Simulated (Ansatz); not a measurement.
Base system: MoSi₂ (space group I4/mmm, No. 139; a = 3.217 Å, c = 7.875 Å; relaxed with 0.1 eV smearing). Axes: x, y, z lie along a, b, c of the conventional cell.

Now apply this change: tensile biaxial strain of 0.84 % in the plane normal to [001], as in epitaxy on a mismatched substrate; the out-of-plane cell vector and the atoms relax.

Levels (all Ansatz, a quantum-chemistry and plane-wave program, PAW): PBE (420 eV, no spin-orbit coupling); r2SCAN (500 eV, scalar-relativistic without spin-orbit coupling).

The geometry is relaxed with PBE.

```
Quantity        Result
------------  --------
PBE pressure  -2.5 GPa
```

**Question.** What does r2SCAN give at this geometry for the pressure?

**Answer.** The pressure falls by 3.6 GPa (-2.5 GPa → -6.1 GPa).

Single points use the geometry relaxed with PBE. Their cutoffs differ, which shifts pressures a little. No phonon test of stability was made. All final runs are without spin polarisation.
